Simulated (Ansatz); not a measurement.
Functionals compared on a constructed model of the (100) surface of fcc Pd, a pseudomorphic layer of Al in the host's stacking (bottom of the slab: a bare face, its two planes held), in Ansatz (plane waves, PAW). The structure was relaxed with PBE; the other rows are single points on it. Cutoff 420 eV (500 eV for r2SCAN).

Slab: 7 atoms, 11.7 Å thick at the start; k 13x13x1, smearing 0.1 eV, dipole-corrected; 2 atoms held, the rest relaxed; held to the start's symmetry, so lower structures may exist; no spin, no spin-orbit, no U. It is one candidate, not shown to be the stable structure of the face. These notes are the PBE run's.

```json
[
 {"functional": "PBE", "work function of the top face (eV)": "4.46", "rough cost of the single point": "–"},
 {"functional": "RPBE", "work function of the top face (eV)": "4.38", "rough cost of the single point": "about 40 core-seconds (a rough figure)"},
 {"functional": "r2SCAN", "work function of the top face (eV)": "4.51", "rough cost of the single point": "about 110 core-seconds (a rough figure)"}
]
```

Ansatz is a program for electronic structure.
